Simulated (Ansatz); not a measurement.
For SiTe2 (P-3m1, No. 164, 3 atoms in the cell; start mp-2755), LDA (Ansatz, an electronic-structure program, PAW) gives:

| Quantity | Result |
|---|---|
| lattice parameter a | 3.723 Å |
| c axis length | 6.507 Å |
| cohesive energy | 3.93 eV/atom |

**Question.** What does r²SCAN+rVV10 in Ansatz (PAW) give for the same quantities?

**Answer.** 
- lattice constant a: 3.788 Å (goes up by 1.7 %)
- lattice parameter c: 6.747 Å (rises by 3.7 %)
- cohesive energy: 3.24 eV/atom (drops by 0.69 eV/atom)

Changes are worked out from the printed values.

Unless a cell is named, each level is at its own relaxed cell (LDA 26.04, r²SCAN+rVV10 27.94 Å³/atom).

Levels without +SOC leave out spin–orbit coupling, which shifts energies and cells of such heavy elements.

Caveats: the relaxation could not lower the start's symmetry, so the cell can be a saddle point above a distorted one (LDA, r²SCAN+rVV10). Ansatz's density-functional and Hartree–Fock values are scalar-relativistic unless marked +SOC, with PAW data made under PBE.

A start named mp-… is a Materials Project structure, which need not be a measured phase.
